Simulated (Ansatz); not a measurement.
Consider Pd in the fcc (Cu type) structure (space group Fm-3m, No. 225; relaxed with 0.1 eV smearing).

```yaml
crystal:
  lattice:
    - [0.00000, 1.93885, 1.93885]
    - [1.93885, 0.00000, 1.93885]
    - [1.93885, 1.93885, 0.00000]
  atoms:
    - { symbol: Pd, position: [0.00000, 0.00000, 0.00000] }
```

Cartesian axes are those of the cell as printed.

Method: PBEsol in Ansatz (plane waves to 420 eV, PAW, without spin-orbit coupling).

Base values:

```
Quantity   Result
--------  -------
Pressure  0.0 GPa
```

Now apply this change: biaxial strain +0.83 %, plane normal [111], relaxed out of plane (Cartesian); in-plane vectors clamped, the third vector and the atoms free.

Estimate the effect on the pressure.

The pressure (mean of the normal stresses, compression positive) goes from zero to -1.7 GPa.

Whether these cells are dynamically stable was not tested. All final runs are without spin polarisation.

Ansatz is a quantum-chemistry and plane-wave program.
